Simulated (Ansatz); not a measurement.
We consider fluorite AuAl2, described by LDA (Ansatz, an electronic-structure program, PAW).

Numerical settings: plane-wave cutoff 520 eV, 12×12×12 k mesh, Fermi–Dirac smearing 0.1 eV, perturbation theory, force constants from a 4×4×4 q mesh, scalar-relativistic PAW data made under PBE.

Computed at the level's own relaxed cell.

Harmonic phonon frequencies (cm⁻¹; i marks an imaginary mode):

```csv
q point,frequencies
Γ,0 0 0 234 234 234 268 268 268
```
